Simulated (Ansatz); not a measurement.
The starting structures come from a database of crystals and need not be the phases stable at ambient conditions.

The decay constant κ of evanescent states in the gap governs leakage through a thin film.

```
CELL_PARAMETERS angstrom
      8.68994     0.00000     0.00000
      0.56389     8.67163     0.00000
      4.06303    -4.33581     5.94201
ATOMIC_POSITIONS crystal
  Cs 0.18060 0.81940 0.13880
  Cs 0.81940 0.18060 0.86120
  Cs 0.68060 0.31940 0.50000
  Cs 0.31940 0.68060 0.50000
  Cs 0.75000 0.75000 0.00000
  Cs 0.25000 0.25000 0.00000
  Cd 0.75000 0.75000 0.50000
  Cd 0.25000 0.25000 0.50000
  H  0.00000 0.00000 0.00000
  H  0.50000 0.50000 0.00000
  H  0.71353 0.96073 0.50000
  H  0.28647 0.03927 0.50000
  H  0.46073 0.21353 0.25280
  H  0.53927 0.78647 0.74720
  H  0.96073 0.71353 0.50000
  H  0.03927 0.28647 0.50000
  H  0.21353 0.46073 0.74720
  H  0.78647 0.53927 0.25280
```

Space group of this cell: I4/mcm. The cell is taken as given.

Transport runs along the normal of the first two printed cell vectors, the (110) plane of the conventional cell.

The gap is the functional's own. No spin-orbit coupling. Mid-gap values are interpolated on the energy grid.

**Question.** State the band gap and the smallest decay constant κ at mid-gap according to r2SCAN run with Ansatz (a quantum-chemistry and plane-wave program).

**Answer.** Gap 3.06 eV on a 6×6×6 mesh; κ = 0.325 1/Å, at the zone centre.
